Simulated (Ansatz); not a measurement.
Fluorite PbF₂ (high-temperature phase)

Calculation: BLYP (Ansatz, a first-principles code, PAW).

Numerical settings: plane-wave cutoff 520 eV, 10×10×10 k mesh, Fermi–Dirac smearing 0.01 eV, scalar-relativistic PAW data made under PBE.

Cell: relaxed at this level.

```
Property                                             Value
-------------------------------------------  -------------
equilibrium volume per atom                  18.57 Å³/atom
bulk modulus                                      62.4 GPa
equilibrium lattice constant a                     6.063 Å
band gap                                           4.48 eV
smallest direct gap on the k points sampled        4.63 eV
Γ–Γ gap                                            8.27 eV
pressure derivative B′ of the bulk modulus             4.8
```

Measured, for comparison: equilibrium volume per atom 17.46 Å³/atom, bulk modulus 64 GPa, lattice constant a 5.94 Å (temperature not stated, no zero-point or thermal correction; as tabulated in Cadelano and Cappellini (2011), arXiv:1107.5962). Computed (rounded) less measured: equilibrium volume per atom +6.4 %, bulk modulus -3 %, lattice constant a +2.1 %.

Spin–orbit coupling is not included; with these elements it can move the gap by several tenths of an eV or more.

Computed values are for the static lattice.

Computing time: around 40 core-seconds (rough).
